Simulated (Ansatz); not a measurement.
# Hypothetical CdI2 type SiO2: thickness series

Start from SiO2 in the CdI2 type structure (space group P-3m1, No. 164; a = 2.6703 Å, c = 4.5423 Å; a hypothetical phase, not in the database extracts checked; layered, stacked along the Cartesian z axis).

Free-standing slabs (3 atom(s) a layer) normal to the stacking axis with 15 Å of vacuum; in-plane cell relaxed.

Levels (all Ansatz, a first-principles code, PAW): r2SCAN+rVV10 (500 eV, spin-orbit coupling left out); HSE06 (420 eV, without spin-orbit coupling).

Band gaps by level, all at the geometries relaxed with r2SCAN+rVV10:

```csv
case,r2SCAN+rVV10,HSE06
base,7.21 eV,8.41 eV
1 layer,7.92 eV,…
2 layers,7.58 eV,…
3 layers,7.43 eV,…
```

Task: Some entries are withheld; estimate them.

Result: 
- 1 layer, HSE06: 8.94 eV
- 2 layers, HSE06: 8.69 eV
- 3 layers, HSE06: 8.58 eV

Single points use the geometry relaxed with r2SCAN+rVV10. The hybrid gap comes from the SCF mesh plus the semilocal run's edge points and a few special points and is an upper bound. No phonon test of stability was made.
